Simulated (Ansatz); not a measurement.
## A computed series for GaAs: response to strain

Start from GaAs in the zinc blende structure (space group F-43m, No. 216).

```yaml
crystal:
  lattice:
    - [0.00000, 2.80140, 2.80140]
    - [2.80140, 0.00000, 2.80140]
    - [2.80140, 2.80140, 0.00000]
  atoms:
    - { symbol: Ga, position: [0.00000, 0.00000, 0.00000] }
    - { symbol: As, position: [0.25000, 0.25000, 0.25000] }
```

Cartesian axes are those of the cell as printed.

Strains are applied to the cell and any free atomic positions relax; under biaxial strain the out-of-plane vector relaxes too.

Computed with LDA (Ansatz, a first-principles code; PAW; 420 eV plane waves; no spin-orbit coupling).

Notes on the quantities. energy relative to the base: free energy F.

| biaxial strain, plane normal [111], relaxed out of plane (%) | energy relative to the base (meV/atom) |
|---|---|
| -2.5 | 15.6 |
| -2.08 | 10.7 |
| -1.67 | 6.9 |
| -1.25 | 3.8 |
| -0.83 | 1.7 |
| -0.42 | ? |
| 0 | 0.0 |

Question: Fit ΔE = Aε² + Bε³ (ε in %) to the rows shown and predict the withheld row.

Answer: Least squares on the printed values gives A = 2.40 and B = -0.037 meV/atom (largest residual 0.0 meV/atom); this predicts 0.4 meV/atom, and the run gives 0.4 meV/atom, in agreement.

Whether these cells are dynamically stable was not tested.
